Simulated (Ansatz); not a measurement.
The starting structures come from a database of crystals and need not be the phases stable at ambient conditions.

Consider the following.

```xyz
8
Lattice="5.0547 -0.0246 0.0000 1.1437 8.8253 0.0000 0.0000 0.0000 3.5801" Properties=species:S:1:pos:R:3 pbc="T T T"
Hf     4.3708     5.7755     2.6851
Hf     1.8276     3.0252     0.8950
S      0.7886     1.4621     2.6851
S      5.4099     7.3387     0.8950
S      4.3617     3.9116     0.8950
S      1.8368     4.8892     2.6851
S      3.3140     7.3125     0.8950
S      2.8844     1.4882     2.6851
```

Space group of this cell: P2_1/m. The cell was relaxed by PBE-D3(BJ); by r2SCAN its mean pressure is 1.8 GPa.

Transport runs along the normal of the first two printed cell vectors.

The gap is the functional's own. No spin-orbit coupling. Mid-gap values are interpolated on the energy grid.

Give the band gap and the smallest decay constant κ at mid-gap that r2SCAN in Ansatz (an electronic-structure program) yields.

Gap 1.39 eV on a 6×4×8 mesh; κ = 0.172 1/Å, at (0.000, 0.250) of the in-plane reciprocal vectors. At the zone centre, at the nearest computed energy, the slowest state has κ = 0.17 1/Å.
